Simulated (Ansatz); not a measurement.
What isotropic strain −0.62 % does to MoTe2

Take MoTe₂ in the 2H-MoS2 type structure (space group P6_3/mmc, No. 194; a = 3.5419 Å, c = 14.1820 Å; layered, stacked along the Cartesian z axis) as the base.

The change: every lattice vector is shortened by 0.62 %; the atoms relax in the strained cell.

Computed with DFT with r2SCAN+rVV10, PAW potentials and a 500 eV plane-wave cutoff in Ansatz (a quantum-chemistry and plane-wave program), no spin-orbit coupling, earlier PAW set. Γ-centred 11×11×3 mesh, Fermi–Dirac width 0.05 eV.

```tsv
quantity	base	changed	shift
space group	P6_3/mmc (No. 194)	P6_3/mmc (No. 194)	–
shortest interatomic distance	2.721 Å	2.715 Å	-0.0053 Å
energy relative to the base (free energy F)	0 meV/atom	+1.3 meV/atom	+1.3 meV/atom
pressure (mean of the normal stresses, compression positive)	0.00 GPa	0.89 GPa	+0.89 GPa
band gap	0.87 eV	0.86 eV	-0.01 eV
width of the top valence band	1.07 eV	1.00 eV	-0.07 eV
hole mass	1.8 mₑ along c, 1.2 mₑ across (at Γ)	1.9 mₑ along c, 1.2 mₑ across (at Γ)	–
valence-band top at Γ (three highest levels, from the VBM)	0.00, -0.50, -0.98 eV	0.00, -0.48, -1.04 eV	–
```

With Te present, leaving out spin-orbit coupling can change the band edges. Masses are band curvatures over ±0.01 Å⁻¹ around the edge. Stability against distortions was not tested.
